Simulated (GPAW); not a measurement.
Worked example: self-consistent single point of InO (P6_3mc, 4 atoms in the cell) in GPAW.

Computed with PBEsol, GPAW PAW datasets PBEsol (made by gpaw-setup) (plane waves; GPAW).

```
CELL_PARAMETERS angstrom
      3.68983     0.00000     0.00000
     -1.84492     3.19549     0.00000
      0.00000     0.00000     6.08607
ATOMIC_POSITIONS crystal
  In 0.33333 0.66667 0.00075
  In 0.66667 0.33333 0.50075
  O  0.33333 0.66667 0.37426
  O  0.66667 0.33333 0.87426
```

Reference input (self-consistent single point, DFT LDA (Perdew-Wang 92), plane waves, GPAW PAW datasets LDA (gpaw-data 1.0.1)): mode = pw; ecut = 900 eV; xc = LDA; kpts = 10 10 6; mesh shift (steps) = 0 0 0; occupations.name = fermi-dirac; occupations.width = 0.1 eV; nbands = -10; symmetry.symmorphic = false; symmetry.tolerance = 0.0005; maxiter = 120. This run's input differs from it in these lines:

```diff
@@ -15,3 +15,3 @@
 calc = GPAW(mode=PW(900),
-            xc='LDA',
+            xc='PBEsol',
             kpts={'size': (10, 10, 6), 'gamma': True},
```

Its files differ too (potentials: GPAW PAW datasets PBEsol (made by gpaw-setup)).

Output, abridged:

```
     iter     time        total  log10-change:
                         energy   eigst   dens
iter:   1 --:--:--   -24.489248
iter:   2 --:--:--   -23.491543   -1.32  -1.03
iter:   3 --:--:--   -21.495596   -0.98  -1.09
iter:   4 --:--:--   -21.475623   -2.99  -1.45
iter:   5 --:--:--   -21.383143   -2.74  -1.54
iter:   6 --:--:--   -21.382299   -3.30  -2.56
iter:   7 --:--:--   -21.391021c  -3.12  -2.53
iter:   8 --:--:--   -21.380077c  -3.36  -2.35
iter:   9 --:--:--   -21.380008c  -4.96  -3.62
iter:  10 --:--:--   -21.379993c  -5.73  -3.43
iter:  11 --:--:--   -21.379989c  -6.62  -3.80
iter:  12 --:--:--   -21.379987c  -7.49c -4.15c
Converged after 12 iterations.

Dipole moment: (0.000000, -0.000000, 0.518193) |e|*Ang

Energy contributions relative to reference atoms: (reference = -323873.152318)

Kinetic:        +42.098266
Potential:      -41.278818
External:        +0.000000
XC:             -22.725063
Entropy (-ST):   -0.049165
Local:           +0.550211
SIC:             +0.000000
--------------------------
Free energy:    -21.404570
Extrapolated:   -21.379987

Showing only first 2 kpts
 Kpt  Band  Eigenvalues  Occupancy
  0    17      2.58927    2.00000
  0    18      2.58929    2.00000
  0    19      5.51996    1.99924
  0    20      8.67553    0.00000

  1    17      2.55730    2.00000
  1    18      2.97354    2.00000
  1    19      5.37927    1.99981
  1    20      8.83056    0.00000

Fermi level: 6.30730

No gap
No difference between direct/indirect transitions
Energy (eV): -21.379987

Forces in eV/Ang:
  0 In    0.00000    0.00000   -0.01925
  1 In    0.00000   -0.00000   -0.01925
  2 O     0.00000    0.00000    0.01841
  3 O     0.00000   -0.00000    0.01841

Stress tensor:
     0.028351    -0.000000     0.000000
    -0.000000     0.028351     0.000000
     0.000000     0.000000     0.026897
Stress (GPa, Voigt): [ 4.5423  4.5423  4.3094  0.      0.     -0.    ]
```

The run converged in 12 iterations. GPAW prints stress with tension positive. Against the reference run the largest force goes from 0.030 to 0.019 eV/Å.

At such cutoffs GPAW's stress carries a finite-basis (Pulay) error, which enters relaxed cells too; its log prints stress with tension positive.

The starting cell comes from a database of computed structures (which also holds hypothetical and non-ambient phases and stackings), without a prior relaxation at this level. The run gives no clean gap (levels at the Fermi energy touch, overlap or are partly filled at this smearing), which alone does not show that the compound is a metal.

Cost on one core of a shared machine: roughly 70 s.
